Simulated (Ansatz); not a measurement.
## Response to strain in hypothetical rock salt WGe

Take WGe in the rock salt structure (space group Fm-3m, No. 225; a = 5.123 Å; a hypothetical phase, not in the database extracts checked; relaxed with 0.1 eV smearing) as the base. Axes: x, y, z lie along the cube axes.

Strains are applied to the cell and any free atomic positions relax; under biaxial strain the out-of-plane vector relaxes too.

All numbers come from r2SCAN (Ansatz, an electronic-structure program), no SOC.

Notes on the quantities. energy relative to the base: free energy F.

| variant | space group | volume per atom | energy relative to the base |
|---|---|---|---|
| base | Fm-3m (No. 225) | 16.81 Å³ | 0 meV/atom |
| biaxial strain +0.46 %, plane normal [001], relaxed out of plane | I4/mmm (No. 139) | 16.93 Å³ | +1.0 meV/atom |
| biaxial strain +0.24 %, plane normal [110], relaxed out of plane | Immm (No. 71) | 16.83 Å³ | +0.1 meV/atom |
| isotropic strain −0.32 % | Fm-3m (No. 225) | 16.64 Å³ | +0.9 meV/atom |
| uniaxial strain ε_zz = −1.30 % | I4/mmm (No. 139) | 16.59 Å³ | +3.9 meV/atom |

A biaxial case was relaxed in a doubled cell and then solved in the primitive one. Stability against distortions was not tested. The final runs are not spin-polarised. WGe has a high density of states at the Fermi level and may be magnetic at this level.
